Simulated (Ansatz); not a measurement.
## The (100) surface of rock-salt MgO in its 1x1 cell (cut with top plane Mg + O, bottom plane Mg + O), outermost plane spacing 2.13 Å in the ideal cut

Computed with PBE (plane waves to 420 eV, PAW; Ansatz, a first-principles code).

Model: 10-atom slab, Mg5O5, 8.5 Å thick at the start (thin: gaps and levels are the slab's own), 8x8x1 mesh, Fermi-Dirac 0.025 eV, dipole correction, all atoms relaxed; held to the start's symmetry, so lower structures may exist; no spin, no spin-orbit, no U.

```json
{
  "surface energy (mean of both faces)": "0.88 J/m²",
  "surface_energy_before_relaxation": "0.90 J/m²",
  "ionisation potential (bulk valence edge below the top vacuum level)": "5.20 eV",
  "electron affinity (the ionisation potential less the bulk band gap)": "0.74 eV",
  "gap_of_the_slab_on_its_k_mesh": "3.58 eV",
  "highest_filled_level_below_the_top_vacuum_level": "5.23 eV",
  "energy_released_by_relaxation": "0.021 eV",
  "cost": "roughly 25 core-seconds"
}
```
